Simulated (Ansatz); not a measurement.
NH3 on the 1x1 (111) surface of fcc Rh, one in a 2x2 cell, energies for each (25.4 Å²). Energies are against NH3(g), without zero-point or thermal terms; each row is named by its start.

Method: PBE (plane waves to 420 eV, PAW; Ansatz, an electronic-structure program).

Set-up: 20 atoms, 6.5 Å thick at the start under the adsorbate (thin: gaps and levels are the slab's own); mesh 6x6x1; 0.1 eV smearing; dipole correction on; 8 atoms held, the rest relaxed; each run with such symmetry as its start has; no spin, no spin-orbit, no U, no dispersion correction.

A negative adsorption energy means that the adsorbate is more stable on the surface than in its reference. Starts that drift may end in the same place. Heights count from the host atoms within 0.3 Å of the top one.

| starting site | E_ads (eV) | height (Å) | nearest host atom (Å) | bonded to | Δ work function (eV) | lateral drift (Å) |
|---|---|---|---|---|---|---|
| top Rh | -0.68 | 2.24 | Rh 2.16 | Rh | -2.65 | 0.0 |
| hollow Rh-Rh-Rh over Rh at depth 2.2 Å | -0.05 | 2.75 | Rh 3.16 | none within bonding distance | -2.16 | 0.0 |
| hollow Rh-Rh-Rh over Rh at depth 4.4 Å | -0.05 | 2.73 | Rh 3.14 | none within bonding distance | -2.17 | 0.0 |
| bridge Rh-Rh (span 2.7 Å) | -0.68 | 2.23 | Rh 2.15 | Rh | -2.65 | 1.3 |
